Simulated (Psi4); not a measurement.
Psi4 1.11, PBE0/def2-svp: Zr(Cl)2(Br)2 ([Cl][Zr]([Cl])([Br])[Br]), 5 atoms. The geometry is a generated start, not checked to be a minimum at this level.

```json
{
  "task": "energy",
  "method": "pbe0",
  "basis": "def2-svp",
  "memory": "3 GB",
  "maxiter": "100",
  "keys_of_the_molecule_block": "symmetry c1",
  "scf_type": "df (default)",
  "e_convergence": "1e-06 (default)",
  "d_convergence": "1e-06 (default)",
  "dft_radial_points": "75 (default)",
  "dft_spherical_points": "302 (default)",
  "effective_core_potentials": "those of the basis set, past Kr",
  "basis_functions": "131",
  "grid_points": "108564"
}
```

```xyz
5

Zr     0.1158     0.0000     0.0220
Cl     1.6064     1.1663    -1.2023
Cl     1.0626    -1.1556     1.7056
Br    -1.1650    -1.5384    -1.4435
Br    -1.6198     1.5277     0.9181
```

Charge 0 and multiplicity 1 are set for this test and not shown to be the ground state.

With the defaults (diis = true, scf_initial_accelerator = adiis, damping_percentage = 0, guess = auto, which took SAD, soscf = false, soscf_start_convergence = 0.01, diis_max_vecs = 10) it converges in 10 SCF iterations. One run each on 2 threads, with these changes:
- guess = core
- diis_max_vecs = 3
- diis_max_vecs = 6
- guess = gwh
- guess = modhuckel
- diis = false, scf_initial_accelerator = none, damping_percentage = 60
- guess = sap
- soscf = true
- soscf = true, soscf_start_convergence = 0.001

### Question
Which runs fail or end elsewhere than the default run?

### Answer
No convergence: diis = false, scf_initial_accelerator = none, damping_percentage = 60 (the run ends without SCF convergence in 100 iterations). The rest reach the solution of the defaults.

| setting | SCF iterations | JK calls | end |
|---|---|---|---|
| soscf = true | 7 | 23 | same solution |
| soscf = true, soscf_start_convergence = 0.001 | 8 | 19 | same solution |
| diis_max_vecs = 6 | 9 | 10 | same solution |
| the defaults | 10 | 11 | same solution |
| guess = sap | 11 | 11 | same solution |
| guess = modhuckel | 11 | 39 | same solution |
| guess = core | 14 | 14 | same solution |
| guess = gwh | 16 | 16 | same solution |
| diis_max_vecs = 3 | 17 | 18 | same solution |
| diis = false, scf_initial_accelerator = none, damping_percentage = 60 | 100 | 101 | no convergence |

An SOSCF iteration holds several JK calls; a Hückel guess adds calls on atoms.
